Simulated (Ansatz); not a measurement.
The reference is Cd in the hcp (Mg type) structure (space group P6_3/mmc, No. 194; relaxed with 0.1 eV smearing).

```
CELL_PARAMETERS angstrom
      3.02943     0.00000     0.00000
     -1.51472     2.62357     0.00000
      0.00000     0.00000     5.75892
ATOMIC_POSITIONS crystal
  Cd 0.66667 0.33333 0.75000
  Cd 0.33333 0.66667 0.25000
```

Cartesian axes are those of the cell as printed.

The values are results of PBE (Ansatz, an electronic-structure program), without spin-orbit coupling, not measurements.

Before the change:

```
Item        Value
--------  -------
Pressure  0.0 GPa
```

Now apply this change: compressive biaxial strain of 2.00 % in the plane normal to [001], as in epitaxy on a mismatched substrate; the out-of-plane cell vector and the atoms relax.

**Question.** Predict the new out-of-plane strain.

**Answer.** The out-of-plane strain comes out as +2.97 %.

**Question.** How does this affect the pressure?

**Answer.** The pressure (mean of the normal stresses, compression positive) goes from zero to 1.3 GPa.

Stability against distortions was not tested.
